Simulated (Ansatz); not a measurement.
Base system: Au in the fcc (Cu type) structure (space group Fm-3m, No. 225; a = 4.0830 Å; relaxed with 0.1 eV smearing). Axes: x, y, z lie along the cube axes.

All numbers come from plane-wave PAW DFT at the PBEsol level (Ansatz, an electronic-structure program, 420 eV), spin-orbit coupling left out.

It is then changed as follows: uniaxial strain ε_zz = +2.50 %, all other strain components held at zero, atoms relaxed at fixed cell.

**Question.** Predict the new energy relative to the base and stress.

**Answer.** The energy rises by 6.1 meV/atom; the stress (xx, yy, zz, yz, xz, xy; compression positive) amounts to (-3.7, -3.7, -4.5, 0.0, 0.0, 0.0) GPa.

Stability against distortions was not tested.
